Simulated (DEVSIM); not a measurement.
Device: n-channel Si fully depleted SOI MOSFET with HfO2, at 400 K.

| Property | Result |
|---|---|
| Gate length | 30 nm |
| Source drain length | 24 nm |
| Dielectric thickness | 3.9 nm |
| Lateral straggle | 2.3 nm |
| Underlap | 0 nm |
| Body thickness | 7.4 nm |
| Buried oxide | 50 nm |
| Gate work function | 4.5 eV |
| Source and drain doping | 7.9e19 cm⁻³, Gaussian tails under the gate |
| Body doping | 2e16 cm⁻³ |
| Lifetime | 1e-8 s |
| Supply | 0.7 V |
| Back work function | 4.55 eV |
| Back or body bias | -1 V |

All mobilities are scaled by 0.3; velocity saturation, μ/(1 + (μE/vsat)^b)^(1/b) with b = 2 for electrons and 1 for holes and E the electric field along each mesh edge, is on. Mobility is μmin + (μ − μmin)/(1 + (N/Nref)^α).

Constants are typed, rounded textbook-type inputs, not results; the design itself was drawn at random and stands for no fabricated device. Values at 300 K; Nc and Nv go as T^1.5, mobilities as T to minus their exponent, the gap by Varshni's rule with the affinity fixed.

Si: gap (eV) 1.124, affinity (eV) 4.05, permittivity 11.7, Nc (cm⁻³) 2.86e19, Nv (cm⁻³) 3.1e19, μn (cm²/Vs) 1417, μp (cm²/Vs) 470, μn,min 52, μp,min 45, Nref,n 9.7e16, Nref,p 2.2e17, αn 0.68, αp 0.72, T exponent of μn 2.3, T exponent of μp 2.2, vsat,n (cm/s) 1e7, vsat,p (cm/s) 8.4e6, Varshni α (eV/K) 0.000473, Varshni β (K) 636. HfO2: gap (eV) 5.7, affinity (eV) 2.5, permittivity 22. SiO2: gap (eV) 9, affinity (eV) 0.9, permittivity 3.9.

DEVSIM, 2D drift-diffusion, Boltzmann statistics, complete ionisation; no quantum confinement, tunnelling, impact ionisation, self-heating, contact resistance or fringe fields beside the gate. Metal contacts follow the ideal Schottky-Mott rule: no Fermi-level pinning, no interface dipoles.

Transfer curves, |Id| in μA/μm:

| Vg (V) | Vd = 0.05 V | Vd = 0.7 V |
|---|---|---|
| -0.21 | 0.004107 | 0.06146 |
| -0.175 | 0.007727 | 0.1138 |
| -0.14 | 0.01450 | 0.2094 |
| -0.105 | 0.02710 | 0.3821 |
| -0.07 | 0.05047 | 0.6901 |
| -0.035 | 0.09355 | 1.230 |
| 0 | 0.1724 | 2.156 |
| 0.035 | 0.3154 | 3.697 |
| 0.07 | 0.5715 | 6.166 |
| 0.105 | 1.022 | 9.955 |
| 0.14 | 1.794 | 15.50 |
| 0.175 | 3.074 | 23.21 |
| 0.21 | 5.099 | 33.48 |
| 0.245 | 8.120 | 46.59 |
| 0.28 | 12.32 | 62.77 |
| 0.315 | 17.73 | 82.19 |
| 0.35 | 24.13 | 104.9 |
| 0.385 | 31.17 | 131.1 |
| 0.42 | 38.39 | 160.6 |
| 0.455 | 45.43 | 193.4 |
| 0.49 | 52.02 | 229.4 |
| 0.525 | 58.06 | 268.4 |
| 0.56 | 63.53 | 310.3 |
| 0.595 | 68.46 | 354.7 |
| 0.63 | 72.89 | 401.6 |
| 0.665 | 76.90 | 450.5 |
| 0.7 | 80.52 | 501.4 |

Work out the subthreshold swing at low drain bias from the rows at -0.21 and -0.175 V, and compare it with the thermal limit.

log10(0.007727/0.004107) = 0.274 over 35.0 mV, so S = 128 mV/decade. The limit kT/q ln 10 is 79.4 mV/decade; the ratio is 1.61. This is the steepest step of the table.

Give the natural length λ = √(ε_body t_body t_ox / (ε_ox)) and the gate length in units of it.

λ = 3.92 nm and L/λ = 7.7. The formula is that for thin layers, and L is the gate's length, not the shorter one between the doping tails.

Source and drain are degenerate, where Boltzmann statistics are only rough. The electric field that drives the saturation includes the junctions' built-in field, which lowers the mobility there even at small currents: subthreshold currents come out too low, a known weakness of this choice.
